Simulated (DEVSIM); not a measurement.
Structure: Si p-i-n diode, at 300 K.

Layer 1 from the left is Si, thickness (μm) 0.900, Na (cm⁻³) 8.4e17, τn (s) 2.8e-6, τp (s) 2.8e-6. Layer 2 from the left is Si, thickness (μm) 1.80, Nd (cm⁻³) 4.8e12, τn (s) 2.8e-6, τp (s) 2.8e-6. Layer 3 from the left is Si, thickness (μm) 0.640, Nd (cm⁻³) 1.9e18, τn (s) 2.8e-6, τp (s) 8.4e-7.

Left contact: ohmic. Right contact: ohmic. Voltage is applied to the left contact. Recombination: SRH at mid-gap. Mobility is μmin + (μ − μmin)/(1 + (N/Nref)^α).

The device is made up for the run: typed textbook-type constants, with dimensions and the other settings drawn at random. Values at 300 K.

Si: gap (eV) 1.124, affinity (eV) 4.05, permittivity 11.7, Nc (cm⁻³) 2.86e19, Nv (cm⁻³) 3.1e19, μn (cm²/Vs) 1417, μp (cm²/Vs) 470, μn,min 52, μp,min 45, Nref,n 9.7e16, Nref,p 2.2e17, αn 0.68, αp 0.72.

Simulated with DEVSIM: 1D drift-diffusion, Boltzmann statistics, complete ionisation; no tunnelling, impact ionisation, image-force lowering or self-heating.

**Question.** What does the simulation give for the dark forward voltage at 1 A/cm², the dark forward voltage at 100 A/cm², the potential step across the device at zero bias?

**Answer.** dark forward voltage at 1 A/cm² 0.690 V; dark forward voltage at 100 A/cm² 0.811 V; potential step across the device at zero bias 0.961 V.
